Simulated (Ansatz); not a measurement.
## Response to strain in WC

Base system: WC (space group P-6m2, No. 187; relaxed with 0.1 eV smearing).

```
CELL_PARAMETERS angstrom
      2.91308     0.00000     0.00000
     -1.45654     2.52280     0.00000
      0.00000     0.00000     2.83585
ATOMIC_POSITIONS crystal
  W  0.00000 0.00000 0.00000
  C  0.66667 0.33333 0.50000
```

Cartesian axes are those of the cell as printed.

Strains are applied to the cell and any free atomic positions relax; under biaxial strain the out-of-plane vector relaxes too; under stress the whole cell relaxes.

Computed with r2SCAN (Ansatz, a quantum-chemistry and plane-wave program), no spin-orbit coupling, earlier PAW set.

Notes on the quantities. pressure: mean of the normal stresses, compression positive.

| case | pressure | space group | shortest interatomic distance |
|---|---|---|---|
| base | 0.0 GPa | P-6m2 (No. 187) | 2.200 Å |
| biaxial strain −4.18 %, plane normal [001], relaxed out of plane | 30.5 GPa | P-6m2 (No. 187) | 2.162 Å |
| biaxial strain −1.64 %, plane normal [001], relaxed out of plane | … | P-6m2 (No. 187) | … |
| biaxial strain +3.91 %, plane normal [001], relaxed out of plane | -20.1 GPa | P-6m2 (No. 187) | 2.239 Å |
| uniaxial strain ε_yy = −0.49 % | 1.9 GPa | Amm2 (No. 38) | 2.194 Å |
| uniaxial stress, 0.5 GPa compression along x | – | Amm2 (No. 38) | 2.199 Å |

**Question.** Some entries are withheld; estimate them.

**Answer.** 
- biaxial strain −1.64 %, plane normal [001], relaxed out of plane, pressure: 10.8 GPa
- biaxial strain −1.64 %, plane normal [001], relaxed out of plane, shortest interatomic distance: 2.184 Å

Beyond what the load breaks, stability against distortions was not tested. All final runs are without spin polarisation.
